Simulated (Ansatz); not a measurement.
Base system: SnO (space group P4/nmm, No. 129; a = 3.837 Å, c = 4.759 Å; layered, stacked along the Cartesian z axis).

Level of theory: Kohn–Sham DFT with the PBE-D3(BJ) functional, run in Ansatz (a quantum-chemistry and plane-wave program) with PAW and 420 eV plane waves, no SOC.

One change was made to it. Results:

| quantity | base | after |
|---|---|---|
| band gap | zero | zero |
| density | 6.39 g/cm³ | 7.10 g/cm³ |
| c/a ratio | 1.240 | 1.182 |

Task: Which of these changes matches the shifts?
A) pressure 5 GPa
B) pressure 1.5 GPa
C) pressure 10 GPa
D) pressure −1 GPa

Result: A, pressure 5 GPa. For comparison, the density in the other runs: pressure −1 GPa gives 6.17 g/cm³; pressure 1.5 GPa gives 6.64 g/cm³; pressure 10 GPa gives 7.55 g/cm³.

Load acts through the strain it causes; cell and atoms are relaxed under it. Stability against distortions was not tested. No other phases were tried under pressure. All final runs are without spin polarisation. The zero or small gap of SnO can change with the level of theory.
